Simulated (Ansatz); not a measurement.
CdS: energy against strain

CdS (zinc blende, F-43m, 23.846 Å³/atom at rest) under an equal strain ε in the (001) plane with the normal axis free, as in a coherent film. LDA in Ansatz, a plane-wave DFT program (PAW, default set), 420 eV, 10×10×10 Γ-centred mesh, Fermi-Dirac smearing 0.05 eV; ions are relaxed within the symmetry of each cell.

Here s stands for strain and y for E less E0.

| strain (%) | E less E0 (meV/atom) |
|---|---|
| -3.00 | ? |
| -1.50 | 1.77 |
| -1.00 | 0.78 |
| -0.50 | 0.19 |
| 0.00 | 0.00 |
| 0.50 | 0.19 |
| 1.00 | 0.74 |
| 1.50 | 1.66 |

Q: Fit y against s with a parabola, and predict the withheld value at s = -3.00.

A: Least squares gives y = -0.001 - 0.0293·s + 0.7624·s². Residuals (row less fit): 0.012, -0.011, -0.014, 0.001, 0.015, 0.008, -0.010; standard error 0.015 (degrees of freedom: 4). Twice the quadratic coefficient over the volume, 2 × 0.7624 meV × 10⁴ × 0.1602 / 23.846 Å³, is twice the biaxial elastic modulus of this plane = 102 ± 0.9 GPa. At the withheld row, y = -0.001 - 0.0293 × (-3.0) + 0.7624 × (-3.0)² = 6.949 meV/atom. The calculation gives 7.30 meV/atom, 0.351 meV/atom above the prediction (4.8 % of the range of y in the table). The row lies outside the fitted rows, so this is an extrapolation. From the scatter of the fitted rows alone, a prediction at this place has a standard error of 0.056 meV/atom, so the miss is 6.3 times that.

One order more, fitted to all 13 runs of the series, follows each within 0.01, so the miss is the next term of a smooth law. CdS is here a metastable form; wurtzite is the usual one. Rows are the converged runs of the series near zero and its far end; series whose fitted rows scatter by over a few per cent of the range, as at a crossing or softening among them, aren't shown in this form. Most that stay on the fit to the last digits aren't either.
